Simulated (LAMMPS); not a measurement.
Pressure dependence of Cu (fcc) at 1770 K, from the melt.

All values are model results, not measurements: classical MD, pair style bop, file AlCu.bop.table; code LAMMPS.

```
P (GPa)   state                  volume       coordination number  self-diffusion coefficient of Cu (not corrected for cell size)
-------  ------  ----------------------  ------------------------  --------------------------------------------------------------
0        liquid  12.582 ± 0.005 Å³/atom  13.1 (counted to 3.42 Å)                                       (5.9 ± 0.3) × 10^-5 cm²/s
2        liquid  12.325 ± 0.004 Å³/atom  13.4 (counted to 3.42 Å)                                       (4.9 ± 0.2) × 10^-5 cm²/s
5        liquid  11.998 ± 0.004 Å³/atom  13.6 (counted to 3.42 Å)                                       (4.4 ± 0.2) × 10^-5 cm²/s
```

Caution: a run this short can hold a crystal over, or a liquid under, the potential's own melting point, which these runs don't give.

Estimate the isothermal bulk modulus at zero pressure. A parabola P(ln V) through the three points gives −dP/d ln V = 91 GPa at zero pressure.

States go by the mean squared displacement: a species diffuses where it passes 1.5 Å², still rises and gives D over 1e-6 cm²/s; a crystal has left its structure where atoms lie 0.35 Å off their sites on average or a cubic box changes its shape by 3 %, or the axial ratios of another lie 8 % off the starting cell's, which the potential's own relaxation can also do.

Errors of D are the spread over four groups of atoms in one short run; a floor of about 5 %, a picked value, is safer.

Errors shown are sampling errors alone.
